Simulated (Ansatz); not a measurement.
**A computed series for hypothetical CsCl type TaAs: response to strain**

Base system: TaAs in the CsCl type structure (space group Pm-3m, No. 221; a hypothetical phase, not in the database extracts checked; relaxed with 0.1 eV smearing).

```xyz
2
Lattice="3.2150 0.0000 0.0000 0.0000 3.2150 0.0000 0.0000 0.0000 3.2150" Properties=species:S:1:pos:R:3 pbc="T T T"
Ta     0.0000     0.0000     0.0000
As     1.6075     1.6075     1.6075
```

Cartesian axes are those of the cell as printed.

Strains are applied to the cell and any free atomic positions relax; under biaxial strain the out-of-plane vector relaxes too.

Calculations: PBE in Ansatz (plane waves to 420 eV, PAW, no SOC).

Notes on the quantities. pressure: mean of the normal stresses, compression positive; energy relative to the base: free energy F.

```json
[
 {"change": "base", "pressure": "0.0 GPa", "space group": "Pm-3m (No. 221)", "energy relative to the base": "0 meV/atom", "shortest interatomic distance": "5.261 bohr"},
 {"change": "biaxial strain +2.18 %, plane normal [001], relaxed out of plane", "pressure": "-5.3 GPa", "space group": "P4/mmm (No. 123)", "energy relative to the base": "+19 meV/atom", "shortest interatomic distance": "5.320 bohr"},
 {"change": "biaxial strain −0.56 %, plane normal [110], relaxed out of plane", "pressure": "1.5 GPa", "space group": "Cmmm (No. 65)", "energy relative to the base": "+1.3 meV/atom", "shortest interatomic distance": "5.232 bohr"},
 {"change": "uniaxial strain ε_xx = −0.61 %", "pressure": "1.1 GPa", "space group": "P4/mmm (No. 123)", "energy relative to the base": "+0.7 meV/atom", "shortest interatomic distance": "5.251 bohr"},
 {"change": "uniaxial strain ε_yy = −3.77 %", "pressure": "7.6 GPa", "space group": "P4/mmm (No. 123)", "energy relative to the base": "+28 meV/atom", "shortest interatomic distance": "5.196 bohr"},
 {"change": "uniaxial strain ε_yy = −2.98 %", "pressure": "5.9 GPa", "space group": "P4/mmm (No. 123)", "energy relative to the base": "+17 meV/atom", "shortest interatomic distance": "5.210 bohr"},
 {"change": "tensor shear ε_xy = +0.60 %", "pressure": "0.0 GPa", "space group": "Cmmm (No. 65)", "energy relative to the base": "+0.9 meV/atom", "shortest interatomic distance": "5.240 bohr"}
]
```

Whether these cells are dynamically stable was not tested. The final runs are not spin-polarised.

Ansatz is a program for electronic structure.
